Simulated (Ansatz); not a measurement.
The parent structure is SiC (space group P6_3mc, No. 186).

```yaml
crystal:
  lattice:
    - [3.07808, 0.00000, 0.00000]
    - [-1.53904, 2.66570, 0.00000]
    - [0.00000, 0.00000, 10.07605]
  atoms:
    - { symbol: Si, position: [0.00000, 0.00000, 0.50032] }
    - { symbol: Si, position: [0.00000, 0.00000, 0.00032] }
    - { symbol: Si, position: [0.33333, 0.66667, 0.25025] }
    - { symbol: Si, position: [0.66667, 0.33333, 0.75025] }
    - { symbol: C, position: [0.00000, 0.00000, 0.31286] }
    - { symbol: C, position: [0.00000, 0.00000, 0.81286] }
    - { symbol: C, position: [0.33333, 0.66667, 0.06221] }
    - { symbol: C, position: [0.66667, 0.33333, 0.56221] }
```

Cartesian axes are those of the cell as printed.

All numbers come from Ansatz (a first-principles code) PBEsol, no spin-orbit coupling.

The change: the cell is stretched by 3.00 % along z with no lateral relaxation, atoms relaxed at fixed cell.

Problem. Predict the stress tensor and what it implies for the stiffness.

Solution. Stress of the strained cell less that of the base (GPa, compression positive):
```
  -1.44    0.00    0.00
   0.00   -1.44    0.00
   0.00    0.00  -15.25
```

Then −Δσ_ii/ε with ε = 0.0300 gives secant stiffness values (nonlinear terms included at this strain): C33 ≈ 508 GPa, C13 ≈ 48 GPa and C23 ≈ 48 GPa.

As a check, the harmonic strain energy −½ V₀ Δσ:ε is 15 meV/atom; the computed energy rise is 15 meV/atom.

Stability against distortions was not tested.
